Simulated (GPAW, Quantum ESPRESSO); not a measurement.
A GPAW input for a self-consistent single point of Co3Os (I4/mmm, 4 atoms in the cell) (DFT PBEsol, plane waves, GPAW PAW datasets PBEsol (made by gpaw-setup)):

```python
from ase import Atoms
from ase.units import GPa
from gpaw import GPAW, PW

atoms = Atoms(['Co', 'Co', 'Co', 'Os'],
              cell=[[-1.792677, 1.792677, 3.574274],
                    [1.792677, -1.792677, 3.574274],
                    [1.792677, 1.792677, -3.574274]],
              positions=[[0.000000, 1.792677, 1.787137],
                         [1.792677, 0.000000, 1.787137],
                         [0.000000, 0.000000, 3.574274],
                         [0.000000, 0.000000, 0.000000]],
              pbc=True)

atoms.set_initial_magnetic_moments([3.0, 3.0, 3.0, 0.0])

calc = GPAW(spinpol=True,
            mode=PW(800),
            xc='PBEsol',
            kpts=(7, 7, 7),
            occupations={'name': 'methfessel-paxton', 'width': 0.272, 'order': 0},
            nbands=-12,
            symmetry={'symmorphic': False, 'tolerance': 0.0005},
            maxiter=120,
            txt='-')

atoms.calc = calc

energy = atoms.get_potential_energy()
print('Energy (eV):', round(energy, 6))
forces = atoms.get_forces()
print('Forces (eV/Ang):')
print(forces.round(5))
stress = atoms.get_stress()
print('Stress (GPa, Voigt):', (stress / GPa).round(4))
```

Task: Write the same calculation as an input for Quantum ESPRESSO.

Result: One input that does it (others would too):

```fortran
&control
 calculation = 'scf',
 prefix = 'co3os',
 outdir = './tmp',
 pseudo_dir = './',
 tprnfor = .true.,
 tstress = .true.,
/
&system
 ibrav = 7,
 celldm(1) = 6.7753371198,
 celldm(3) = 1.993819299294,
 nat = 4,
 ntyp = 2,
 ecutwfc = 50,
 ecutrho = 400,
 occupations = 'smearing',
 smearing = 'gaussian',
 degauss = 0.019992,
 nspin = 2,
 starting_magnetization(1) = 0.176,
 input_dft = 'pbesol',
/
&electrons
 conv_thr = 1e-10,
 mixing_beta = 0.2,
/
ATOMIC_SPECIES
Co    58.9332  Co_pbe_v1.2.uspp.F.UPF
Os   190.2300  Os_pbe_v1.2.uspp.F.UPF
ATOMIC_POSITIONS crystal
Co   -0.5000000000    0.2500000000    0.7500000000
Co   -0.5000000000    0.7500000000    0.2500000000
Co    0.0000000000    0.5000000000    0.5000000000
Os    0.0000000000    0.0000000000    0.0000000000
K_POINTS automatic
7 7 7  0 0 0
```

Basis, cutoffs, solver keys and any potentials are the target program's own. This input uses DFT, PBEsol, plane waves, SSSP 1.1.2 efficiency (PBE) pseudopotentials. Both were run: pressure -11.91 GPa in GPAW and -13.09 in Quantum ESPRESSO; size of the net moment 0.45 μB/atom in GPAW and 0.52 in Quantum ESPRESSO.

On Quantum ESPRESSO: the starting cell comes from a database of computed structures (which also holds hypothetical and non-ambient phases and stackings), without a prior relaxation at this level. Its lattice was rescaled by a random factor within 2.5 % of one. For this run, on top of that: lattice scaled by 0.98. The magnetic order is the one reached from the typed start; others were not searched systematically. With a pressure of about -13 GPa the cell is away from its equilibrium volume at this level.

On GPAW: the starting cell comes from a database of computed structures (which also holds hypothetical and non-ambient phases and stackings), without a prior relaxation at this level. Its lattice was rescaled by a random factor within 2.5 % of one. For this run, on top of that: lattice scaled by 0.98. The magnetic order is the one reached from the typed start; others were not searched systematically. With a pressure of about -12 GPa the cell is away from its equilibrium volume at this level.
